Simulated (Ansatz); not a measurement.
Take Ru in the hcp (Mg type) structure (space group P6_3/mmc, No. 194; a = 2.676 Å, c = 4.224 Å; relaxed with 0.1 eV smearing) as the base. Axes: x lies along a and z along c of the hexagonal cell.

Computed with LDA (Ansatz, a quantum-chemistry and plane-wave program; PAW; 420 eV plane waves; scalar-relativistic without spin-orbit coupling).

Before the change:

The pressure is 0.0 GPa.

The change: uniaxial strain ε_xx = +0.50 %, all other strain components held at zero; the atoms relax in the strained cell.

**Question.** Predict the new pressure.

**Answer.** The pressure (mean of the normal stresses, compression positive) goes from zero to -1.8 GPa.

Stability against distortions was not tested. All final runs are without spin polarisation.
